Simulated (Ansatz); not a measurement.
# Response to strain in CoCl2

The parent structure is CoCl2 in the CdI2 type structure (space group P-3m1, No. 164; a = 3.5260 Å, c = 5.6970 Å; ferromagnetic; a model cell, its experimental status unchecked; layered, stacked along the Cartesian z axis). Axes: x lies along a and z along c of the hexagonal cell.

Strains are applied to the cell and any free atomic positions relax; under biaxial strain the out-of-plane vector relaxes too.

All numbers come from DFT with r2SCAN+rVV10, PAW potentials and a 500 eV plane-wave cutoff in Ansatz (a quantum-chemistry and plane-wave program), spin-orbit coupling left out.

| biaxial strain, plane normal [001], relaxed out of plane (%) | band gap (eV) |
|---|---|
| 0 | 1.50 |
| 0.99 | ? |
| 2.32 | 1.57 |
| 4.43 | 1.65 |

Task: Fit E_g = E₀ + Dε (ε in %) to the rows shown and predict the withheld row.

Result: Least squares on the printed values gives E₀ = 1.50 eV, D = 33.8 meV per % of strain (largest residual 0.01 eV); this predicts 1.53 eV, and the run gives 1.53 eV, in agreement.

Stability against distortions was not tested. No Hubbard U is applied and the magnetic state is the run's own (CoCl2 ferromagnetic); small cells can't hold the antiferromagnetic order that many such compounds have, so gaps and moments can be off.
